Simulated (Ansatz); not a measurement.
We consider L1₂ (Cu3Au-type) Pt3Ti, described by PBE-D3(BJ) (Ansatz, a program for electronic structure, plane waves, PAW).

Numerical settings: plane-wave cutoff 520 eV, 16×16×16 k mesh, Fermi–Dirac smearing 0.032 eV (set by the program), no spin polarisation, scalar-relativistic PAW data made under PBE.

Computed at the level's own relaxed cell.

Hill averages of the elastic tensor: K = 260.4 GPa, G = 126.9 GPa. Volume 14.877 Å³/atom, mean atomic mass 158.280 u.

### Question
Work out the density, the sound velocities of a polycrystal and the elastic Debye temperature, and Pugh's ratio at this level.

### Answer
ρ = 1.66054 × 158.280/14.877 = 17.667 g/cm³. v_l = √[(K + 4G/3)/ρ] = 4.931 km/s and v_t = √(G/ρ) = 2.680 km/s. The mean follows from 3/v_m³ = 1/v_l³ + 2/v_t³: v_m = 2.990 km/s. Θ_D = (ħ/k_B) v_m (6π²/V)^(1/3) = 76.38 K Å s/km × 2.990 × 1.5848 Å⁻¹ = 362 K, counting all atoms of the cell. K/G = 2.05, to be set beside Pugh's rough bound of 1.75 between brittle and ductile metals.

Note: the dispersion coefficients are held fixed in the derivatives.
